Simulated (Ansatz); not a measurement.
L1₂ (Cu3Au-type) Al3Sc was calculated with LDA in Ansatz (PAW).

Total energies, extrapolated to zero smearing (they compare only within this program, potentials and cutoff):

```csv
system,energy (eV/atom)
"L1₂ (Cu3Au-type) Al3Sc, relaxed",-907.4113
hcp Sc,-2089.0145
fcc Al,-512.8767
```

Work out the formation enthalpy per atom.

ΔH_f ≈ ΔE = -907.4113 − [1 × (-2089.0145) + 3 × (-512.8767)]/4 = -0.500 eV/atom (0 K, no vibrations). The reference value is -0.451 ± 0.02 eV/atom (measured, 298 K, copied from a table, unchecked, not corrected to a static lattice; as tabulated in Wang et al. (2021), doi:10.1038/s41598-021-94550-5), a difference of -0.049 eV/atom.

The PAW data were made under PBE.

Ansatz is a quantum-chemistry and plane-wave program.
